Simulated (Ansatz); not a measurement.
HfO2 (monoclinic (baddeleyite) start, 24-atom cell) (held in this type by symmetry, stable or not), space group P2_1/c.

The geometry comes from a PBE relaxation.

```yaml
crystal:
  lattice:
    - [10.17585, 0.00000, -1.73128]
    - [0.00000, 5.21022, 0.00000]
    - [0.00480, 0.00000, 5.35564]
  atoms:
    - { symbol: Hf, position: [0.13781, 0.45726, 0.70848] }
    - { symbol: Hf, position: [0.63781, 0.45726, 0.70848] }
    - { symbol: Hf, position: [0.36219, 0.54274, 0.29152] }
    - { symbol: Hf, position: [0.86219, 0.54274, 0.29152] }
    - { symbol: Hf, position: [0.36219, 0.95726, 0.79152] }
    - { symbol: Hf, position: [0.86219, 0.95726, 0.79152] }
    - { symbol: Hf, position: [0.13781, 0.04274, 0.20848] }
    - { symbol: Hf, position: [0.63781, 0.04274, 0.20848] }
    - { symbol: O, position: [0.03350, 0.17214, 0.84945] }
    - { symbol: O, position: [0.53350, 0.17214, 0.84945] }
    - { symbol: O, position: [0.46650, 0.82786, 0.15055] }
    - { symbol: O, position: [0.96650, 0.82786, 0.15055] }
    - { symbol: O, position: [0.46650, 0.67214, 0.65055] }
    - { symbol: O, position: [0.96650, 0.67214, 0.65055] }
    - { symbol: O, position: [0.03350, 0.32786, 0.34945] }
    - { symbol: O, position: [0.53350, 0.32786, 0.34945] }
    - { symbol: O, position: [0.22454, 0.74295, 0.97608] }
    - { symbol: O, position: [0.72454, 0.74295, 0.97608] }
    - { symbol: O, position: [0.27546, 0.25705, 0.02392] }
    - { symbol: O, position: [0.77546, 0.25705, 0.02392] }
    - { symbol: O, position: [0.27546, 0.24295, 0.52392] }
    - { symbol: O, position: [0.77546, 0.24295, 0.52392] }
    - { symbol: O, position: [0.22454, 0.75705, 0.47608] }
    - { symbol: O, position: [0.72454, 0.75705, 0.47608] }
```

Level of theory: PBE with spin-orbit coupling (plane waves to 420 eV, PAW; Ansatz, a program for electronic structure). PBE gaps are too small against experiment. Its k-point mesh 2×4×4, Fermi–Dirac width 0.01 eV.

Problem. List the levels next to the gap at Γ of this cell's own (folded) zone, from the top of the valence band (the table ends after a fixed count of bands, which can cut a degenerate set).

Solution. 
| band | E − E_v (eV) |
|---|---|
| v8 | -0.456 |
| v7 | -0.456 |
| v6 | -0.194 |
| v5 | -0.194 |
| v4 | -0.084 |
| v3 | -0.084 |
| v2 | 0.000 |
| v1 | 0.000 |
| c1 | 4.045 |
| c2 | 4.045 |
| c3 | 4.532 |
| c4 | 4.532 |
| c5 | 4.992 |
| c6 | 4.992 |
| c7 | 5.006 |
| c8 | 5.006 |
